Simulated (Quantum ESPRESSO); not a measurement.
## Short convergence ladders for TiTc (Pm-3m, 2 atoms in the cell)

```xyz
2
Lattice="3.1038 0.0000 0.0000 0.0000 3.1038 0.0000 0.0000 0.0000 3.1038" Properties=species:S:1:pos:R:3 pbc="T T T"
Ti     1.5519     1.5519     1.5519
Tc     0.0000     0.0000     0.0000
```

Base method: LDA (PZ), GBRV 1.5 ultrasoft (LDA) pseudopotentials (plane waves; Quantum ESPRESSO 7.5).

Base settings: ecutwfc = 50 Ry; ecutrho = 400 Ry; occupations = smearing; smearing = fd; degauss = 0.0073499 Ry; potentials = {Ti: ti_lda_v1.4.uspp.F.UPF, Tc: tc_lda_v1.uspp.F.UPF}; K_POINTS = automatic 9 9 9 0 0 0; conv_thr = 1e-10 Ry.

Core times come from one kind of shared machine, to one figure; runs under 30 s give none.

**Zone-centre phonons against the cutoff**

In this ladder: ph.x.tr2_ph = 1e-14; ph.x.fildyn = dyn.G; dynmat.x.fildyn = dyn.G; dynmat.x.asr = simple. Moved along: ecutrho.

The mesh stays at the base's, so the ladder's end is converged at best in this setting alone.

Frequencies are those of the unrelaxed cell, without the LO-TO term of polar crystals.

Only quantities that move along the ladder and can be compared are tabulated.

| ecutwfc | highest zone-centre frequency (cm⁻¹) |
|---|---|
| 25 Ry | 240.2 |
| 30 Ry | 245.2 |
| 35 Ry | 246.0 |
| 50 Ry | 245.8 |
| 75 Ry | 245.8 |

Coarsest ecutwfc that holds the highest zone-centre frequency within 1 cm⁻¹ of the last step, with all finer ones: 30 Ry; the step before is off by 5.6 cm⁻¹.

**Zone-centre phonons against the mesh**

In this ladder: ph.x.tr2_ph = 1e-14; ph.x.fildyn = dyn.G; dynmat.x.fildyn = dyn.G; dynmat.x.asr = simple.

Frequencies are those of the unrelaxed cell, without the LO-TO term of polar crystals.

Only quantities that move along the ladder and can be compared are tabulated.

| K_POINTS | highest zone-centre frequency (cm⁻¹) | core time / last (rough) |
|---|---|---|
| automatic 3 3 3 0 0 0 | 229.2 | 0.1 |
| automatic 5 5 5 0 0 0 | 233.4 | 0.2 |
| automatic 8 8 8 0 0 0 | 247.5 | 0.5 |
| automatic 13 13 13 0 0 0 | 247.0 | 1 |

Coarsest K_POINTS that holds the highest zone-centre frequency within 2 cm⁻¹ of the last step, with all finer ones: automatic 8 8 8 0 0 0; the step before is off by 14 cm⁻¹.

**Zone-centre phonons against the SCF threshold**

In this ladder: ph.x.tr2_ph = 1e-14; ph.x.fildyn = dyn.G; dynmat.x.fildyn = dyn.G; dynmat.x.asr = simple.

The mesh stays at the base's, so the ladder's end is converged at best in this setting alone.

Frequencies are those of the unrelaxed cell, without the LO-TO term of polar crystals.

Only quantities that move along the ladder and can be compared are tabulated.

```tsv
conv_thr	highest zone-centre frequency (cm⁻¹)	core time / last (rough)
7.3e-05 Ry	242.9	1.0
7.3e-07 Ry	245.9	1.0
7.3e-09 Ry	245.8	1
7.3e-11 Ry	245.8	1
7.3e-13 Ry	245.8	1
```

Coarsest conv_thr that holds the highest zone-centre frequency within 1 cm⁻¹ of the last step, with all finer ones: 7.3e-07 Ry; the step before is off by 2.9 cm⁻¹.

On the base run: the starting cell comes from a database of computed structures (which also holds hypothetical and non-ambient phases and stackings), without a prior relaxation at this level. Its lattice was rescaled by up to half a per cent. Spin polarisation is off. In the base run, with a pressure of about -12 GPa the cell is away from its equilibrium volume at this level.
